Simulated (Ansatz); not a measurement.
**A computed series for hypothetical I4_132 B: pressure series**

Base system: B (space group I4_132, No. 214; a hypothetical phase, not in the database extracts checked).

```xyz
4
Lattice="-2.3264 2.3264 2.3264 2.3264 -2.3264 2.3264 2.3264 2.3264 -2.3264" Properties=species:S:1:pos:R:3 pbc="T T T"
B      1.7448     0.5816    -0.5816
B      0.5816    -0.5816     1.7448
B     -0.5816     1.7448     0.5816
B      0.5816     0.5816     0.5816
```

Cell and atoms are relaxed at each pressure.

All numbers come from PBE, PAW, 420 eV (Ansatz, a first-principles code; spin-orbit coupling left out).

| P (GPa) | V (Å³/atom) |
|---|---|
| -2.00 | 12.836 |
| -0.98 | 12.709 |
| 0.29 | 12.557 |
| 0.69 | 12.511 |
| 1.49 | 12.422 |
| 2.99 | 12.261 |
| 4.99 | 12.059 |
| 7.49 | 11.826 |
| 9.98 | 11.610 |

A third-order Birch–Murnaghan fit to these points gives V₀ = 12.59 Å³/atom, B₀ = 107 GPa and B₀′ = 3.4. At pressure 10 GPa the volume is 92.2 % of V₀.

Load acts through the strain it causes; cell and atoms are relaxed under it. Stability against distortions was not tested. No other phases were tried under pressure.
